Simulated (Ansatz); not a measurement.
Where the default PAW files enter, the runs use the earlier of Ansatz's two default sets.

Here is the system:

```
CELL_PARAMETERS angstrom
      3.18893     0.00000     0.00000
      0.00000     5.19236     0.00000
      1.59447     0.00000     2.76169
ATOMIC_POSITIONS crystal
  Ga 0.66667 0.50092 0.66667
  Ga 0.33333 0.00092 0.33333
  N  0.66667 0.12408 0.66667
  N  0.33333 0.62408 0.33333
```

Space group of this cell: P6_3mc, wurtzite. The cell is taken as given; by r2SCAN its mean pressure is -1.0 GPa.

These are r2SCAN (plane waves, PAW; Ansatz, a quantum-chemistry and plane-wave program) values and carry that method's errors.

The current runs along the normal of the first two printed vectors; no spin-orbit coupling. Scaled by the factor s: both lengths across the current (ions clamped). Meshes 12×6×12 and 10×6 across the current in all rows.

```csv
s,mean pressure (GPa),band gap (eV)
0.98,7.5,?
1.00,-1.0,2.32
1.02,-7.9,1.97
```

**Question.** Take the slope of the band gap against ln s from the two given rows, extrapolate to s = 0.98, and say what the run there gives.

**Answer.** Slope = (1.97 − 2.32) / ln 1.02 = -17.7 eV. The line gives 2.32 + (-17.7) × ln 0.98 = 2.68 eV. The run gives 2.57 eV, 0.11 eV under the line, 30 % of the predicted step.
